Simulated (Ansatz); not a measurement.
HfSiO4: response to strain

The parent structure is HfSiO4 (space group I4_1/amd, No. 141).

```
HfSiO4
1.0
   -3.29107     3.29107     2.98304
    3.29107    -3.29107     2.98304
    3.29107     3.29107    -2.98304
O Si Hf
8 2 2
Direct
  0.13333   0.31812   0.81521
  0.61667   0.93188   0.68479
  0.24708   0.93188   0.31521
  0.50292   0.31812   0.18479
  0.68188   0.86667   0.18479
  0.06812   0.75292   0.68479
  0.06812   0.38333   0.31521
  0.68188   0.49708   0.81521
  0.50000   0.50000   0.00000
  0.25000   0.75000   0.50000
  0.75000   0.25000   0.50000
  0.00000   0.00000   0.00000
```

Cartesian axes are those of the cell as printed.

Strains are applied to the cell and any free atomic positions relax; under biaxial strain the out-of-plane vector relaxes too.

The values are results of PBEsol in Ansatz (plane waves to 420 eV, PAW, no spin-orbit coupling), not measurements.

Notes on the quantities. energy relative to the base: free energy F; band gap: an upper bound: an edge found on the path is not a true extremum; the base alone.

```json
[
 {"change": "base", "energy relative to the base": "0 meV/atom", "out-of-plane strain": "–", "band gap": "5.38 eV"},
 {"change": "biaxial strain −4.30 %, plane normal [001], relaxed out of plane", "energy relative to the base": "+56 meV/atom", "out-of-plane strain": "+3.31 %", "band gap": "5.54 eV"},
 {"change": "biaxial strain −2.26 %, plane normal [001], relaxed out of plane", "energy relative to the base": "+15 meV/atom", "out-of-plane strain": "+1.57 %", "band gap": "5.50 eV"},
 {"change": "biaxial strain +4.54 %, plane normal [001], relaxed out of plane", "energy relative to the base": "+47 meV/atom", "out-of-plane strain": "-2.35 %", "band gap": "4.98 eV"}
]
```

Spin-orbit coupling, missing from the scalar runs, can matter with Hf. Whether these cells are dynamically stable was not tested.

Ansatz is a quantum-chemistry and plane-wave program.
